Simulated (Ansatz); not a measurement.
The starting structures come from a database of crystals and need not be the phases stable at ambient conditions.

 Where the default PAW files enter, the runs use the earlier of Ansatz's two default sets.

By PBEsol, the system below comes out a metal.

Without scattering a metal conducts by its projected Fermi surface.

```xyz
16
Lattice="6.3650 0.0000 0.0000 0.0000 6.7216 0.0000 2.8504 3.3608 4.6382" Properties=species:S:1:pos:R:3 pbc="T T T"
Ni     4.9629     4.5599     3.9606
Ni     4.2525     1.1991     0.6776
Ni     1.0675     4.4423     0.7072
Ni     8.1479     7.8031     3.9310
Ni     6.2420     7.8502     2.2546
Ni     2.9735     4.4895     2.3836
Ni     7.1371     3.3655     3.0578
Ni     2.0784     6.7263     1.5804
Ni     5.1651     5.5994     1.5896
Ni     4.0504     2.2386     3.0486
Ge     0.0000     0.1510     0.0000
Ge     5.3328     3.2532     1.3730
Ge     3.8827     6.6140     3.2652
Ge     3.1825     5.3822     0.0000
Ge     7.0609     5.7296     3.2030
Ge     2.1545     2.3688     1.4353
```

Space group of this cell: C2. The cell is taken as given; by PBEsol its mean pressure is -5.8 GPa.

The current flows along the normal of the first two printed cell vectors. No spin-orbit coupling; the value is a mean over 0.1 eV about the Fermi level.

### Question
State the ballistic conductance per area according to PBEsol (Ansatz, a quantum-chemistry and plane-wave program).

### Answer
0.50 × 10¹⁵ S/m² for both spins.
